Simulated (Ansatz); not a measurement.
Given:

Host crystal: wurtzite ZnO, with a band gap (PBE, scalar-relativistic without spin-orbit coupling).

End structure of F on the 1x1 (10-10) surface of wurtzite ZnO (cut with top plane O + Zn), one in a 2x1 cell, started at the site 'hollow O-O-Zn-Zn-Zn':

```xyz
33
Lattice="6.5590 0.0000 0.0000 0.0000 5.2938 0.0000 0.0000 0.0000 28.5000" Properties=species:S:1:pos:R:3 pbc="T T T"
O      1.6397     1.9980     9.5337
O      4.9192     1.9980     9.5337
Zn     1.6397     5.4592     9.8703
Zn     4.9192     5.4592     9.8703
O      0.0000     4.6170    10.4747
O      3.2795     4.6170    10.4747
Zn     0.0000     2.6193    10.3425
Zn     3.2795     2.6193    10.3425
O      0.0000     1.9680    12.3364
O      3.2795     1.9680    12.3364
Zn     0.0000     5.2726    12.4339
Zn     3.2795     5.2726    12.4339
O      1.6397     4.6064    13.3227
O      4.9192     4.6064    13.3227
Zn     1.6397     2.5965    13.2567
Zn     4.9192     2.5965    13.2567
O      1.6968     1.9713    15.1686
O      4.8621     1.9713    15.1686
Zn     1.6631     5.2642    15.2353
Zn     4.8959     5.2642    15.2353
O      0.0000     4.5955    16.0558
O      3.2795     4.6133    16.1588
Zn     0.0000     2.6102    16.0063
Zn     3.2795     2.6061    16.2616
O      0.0000     1.8599    17.7940
O      3.2795     1.9520    18.2198
Zn     0.0000     5.2087    18.0325
Zn     3.2795     5.2317    18.1502
O      1.6250     4.5235    18.7711
O      4.9339     4.5235    18.7711
Zn     1.4849     2.6098    18.9639
Zn     5.0741     2.6098    18.9639
F      0.0000     2.3656    20.3098
```

Set-up: 33 atoms, 9.4 Å thick at the start under the adsorbate (thin: gaps and levels are the slab's own); mesh 3x4x1; 0.01 eV smearing; dipole correction on; 16 atoms held, the rest relaxed; start symmetry kept, larger cells not searched; spin-polarised, ending with about 0.6 μB a cell, a value that depends on the mesh; orders that need a larger cell were not tried, no spin-orbit, no U, no dispersion correction. The slab shows no gap over 0.04 eV on its mesh. At the end it is bonded to 2 Zn. In PBE it is, or lies within 0.03 eV of, the lowest of the starts that converged.

A negative adsorption energy means that the adsorbate is more stable on the surface than in its reference.

Q: What is the computed work function of the top face (PBE (Ansatz, a quantum-chemistry and plane-wave program))?

A: 7.29 eV

Q: What adsorption energy against ½ F2(g) does PBE give?

A: -1.54 eV

Q: What is the computed change of the step from the bottom to the top vacuum level, against the clean slab (PBE)?

A: 1.51 eV
